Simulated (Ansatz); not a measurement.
# What Al on a Ru site (antisite), symmetric start does to AlRu

Take an 8-atom supercell of AlRu in the CsCl type structure (space group Pm-3m, No. 221; a = 2.983 Å) at its relaxed geometry as the base.

One thing is altered: a neutral Al on a Ru site (antisite), symmetric start, atoms relaxed at fixed cell.

Method: r2SCAN (Ansatz, an electronic-structure program; PAW; 500 eV plane waves; without spin-orbit coupling), earlier PAW set. Γ-centred 8×8×8 mesh, Fermi–Dirac width 0.05 eV.

```json
[
 {"quantity": "pressure", "base": "0.0 GPa", "changed": "4.2 GPa", "shift": "+4.2 GPa"},
 {"quantity": "energy gained by relaxation", "base": "–", "changed": "0.00 eV", "shift": "–"},
 {"quantity": "largest displacement of a host atom from its site in the perfect cell", "base": "–", "changed": "0.00 Å", "shift": "–"},
 {"quantity": "mean distance from the defect site to its nearest host atoms", "base": "2.58 Å", "changed": "2.58 Å", "shift": "0.00 Å"}
]
```

Final structure:

```yaml
crystal:
  lattice:
    - [2.98261, -2.98261, -2.98261]
    - [-2.98261, 2.98261, -2.98261]
    - [2.98261, 2.98261, 2.98261]
  atoms:
    - { symbol: Al, position: [0.50000, 0.50000, 0.00000] }
    - { symbol: Al, position: [0.00000, 0.00000, 0.00000] }
    - { symbol: Al, position: [0.00000, 0.50000, 0.50000] }
    - { symbol: Al, position: [0.50000, 0.00000, 0.50000] }
    - { symbol: Al, position: [0.50000, 0.50000, 0.50000] }
    - { symbol: Ru, position: [0.00000, 0.00000, 0.50000] }
    - { symbol: Ru, position: [0.00000, 0.50000, 0.00000] }
    - { symbol: Ru, position: [0.50000, 0.00000, 0.00000] }
```

In so small a cell the defect repeats every few ångströms: this is an ordered compound, not a dilute defect. The defect started on the symmetric site and kept its symmetry, so it may sit on a saddle. The final runs are not spin-polarised. The defect cell is not spin-polarised.
